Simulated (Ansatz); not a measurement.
## WC, response to strain

Base system: WC (space group P-6m2, No. 187; relaxed with 0.1 eV smearing).

WC has the hexagonal space group P-6m2 (No. 187), Pearson symbol hP2. Conventional cell: a = b = 2.9226 Å, c = 2.8464 Å, α = β = 90.00°, γ = 120.00°. W on 1a is surrounded by 6 C at 2.207 Å and 8 W at 2.846–2.923 Å. C on 1f is surrounded by 6 W at 2.207 Å (trigonal prismatic). (Neighbours: up to the widest gap in distance over summed covalent radii, below 1.35, at either atom; cation-cation and far metal-metal contacts left out.)

Strains are applied to the cell and any free atomic positions relax.

Calculations: PBE, PAW, 420 eV (Ansatz, a program for electronic structure; without spin-orbit coupling), earlier PAW set.

Notes on the quantities. energy relative to the base: free energy F.

| isotropic strain (%) | energy relative to the base (meV/atom) |
|---|---|
| -3.88 | 195.6 |
| -3.67 | ? |
| -0.89 | 9.3 |
| 0 | 0.0 |
| 1.75 | 33.1 |

### Question
Fit ΔE = Aε² + Bε³ (ε in %) to the rows shown and predict the withheld row.

### Answer
Least squares on the printed values gives A = 11.5 and B = -0.39 meV/atom (largest residual 0.1 meV/atom); this predicts 173.9 meV/atom, and the run gives 173.8 meV/atom, in agreement.

Whether these cells are dynamically stable was not tested. The final runs are not spin-polarised.
